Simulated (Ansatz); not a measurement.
The parent structure is PbSe in the rock salt structure (space group Fm-3m, No. 225; a = 6.1780 Å).

Level of theory: r2SCAN in Ansatz (plane waves to 500 eV, PAW, no SOC).

Before the change:

| Quantity | Result |
|---|---|
| Density | 8.06 g/cm³ |
| Band gap | 0.67 eV |
| Width of the top valence band | 3.20 eV |
| Electron mass | 0.19 mₑ along k, 0.14 mₑ across (at L) |

Now apply this change: a negative pressure, −2 GPa.

Question: How does this affect the density, band gap, width of the top valence band and electron mass?

Answer: The density shrinks by 0.34 g/cm³ to 7.72 g/cm³; the band gap increases by 0.128 eV to 0.79 eV; the width of the top valence band drops by 0.30 eV (3.20 eV → 2.90 eV); the electron mass changes from 0.19 mₑ along k, 0.14 mₑ across (at L) to 0.22 mₑ along k, 0.14 mₑ across (at L).

Spin-orbit coupling, missing from the scalar runs, can matter with Pb. Load acts through the strain it causes; cell and atoms are relaxed under it. Effective masses come from finite differences of ±0.01 Å⁻¹. Along k means along the line from Γ to the band edge. Stability against distortions was not tested.

Ansatz is a first-principles code.
